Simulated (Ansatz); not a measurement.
System: PbS (model structure, started from the litharge type, P4/nmm, No. 129, 4 atoms in the cell). Method: r²SCAN+rVV10 in Ansatz (PAW).

Settings: plane-wave cutoff 560 eV, 12×12×10 k mesh (along the axes of the cell as run), Fermi–Dirac smearing 0.05 eV, scalar-relativistic PAW data made under PBE.

Cell (relaxed at this level):

PbS has the tetragonal space group P4/nmm, origin choice 1 (No. 129), Pearson symbol tP4. Cell: a = 5.0650 Å, b = 5.0650 Å, c = 4.0303 Å, α = 90.00°, β = 90.00°, γ = 90.00°. Pb on 2c is coordinated by 4 S at 2.837 Å. S on 2a is surrounded by 4 Pb at 2.837 Å. (Neighbours: up to the widest gap in distance over summed covalent radii, below 1.35, at either atom; cation-cation and far metal-metal contacts left out.)

Q: What does this level give for the band gap, smallest direct gap on the k points sampled and Γ–Γ gap?

A: 
band gap: 0.84 eV
smallest direct gap on the k points sampled: 1.14 eV
Γ–Γ gap: 3.32 eV

Note: the relaxation could raise the start's symmetry but not lower it, so the cell can be a saddle point.

Spin–orbit coupling is not included; with these elements it can move the gap by several tenths of an eV or more.

A model structure was made by putting elements into a prototype or built by hand; it is no filed structure, need not be a known phase, and can be a saddle point held by its symmetry.

Ansatz is a quantum-chemistry and plane-wave program.
